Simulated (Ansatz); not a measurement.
Take Ge in the diamond structure (space group Fd-3m, No. 227; a = 5.676 Å) as the base.

Level of theory: PBEsol (Ansatz, a first-principles code, PAW, spin-orbit coupling left out).

For the base:

* **Shortest interatomic distance**: 245.8 pm
* **Band gap**: zero
* **Gap character**: absent

Modification: Si takes the place of Ge on all its sites; the structure is relaxed again.

Question: What does the calculation give for the hole mass, shortest interatomic distance, band gap and gap character after the change?

Answer: The hole mass (degenerate bands, along [100]) is 0.17, 0.26, 0.26 mₑ (at Γ); the shortest interatomic distance shrinks by 10.5 pm to 235.3 pm; the band gap changes from zero to 0.47 eV; the gap character becomes indirect, Γ → Γ–X (87 % along) (base: absent).

Effective masses come from finite differences of ±0.01 Å⁻¹. Whether these cells are dynamically stable was not tested. The zero or small gap of Ge can change with the level of theory.
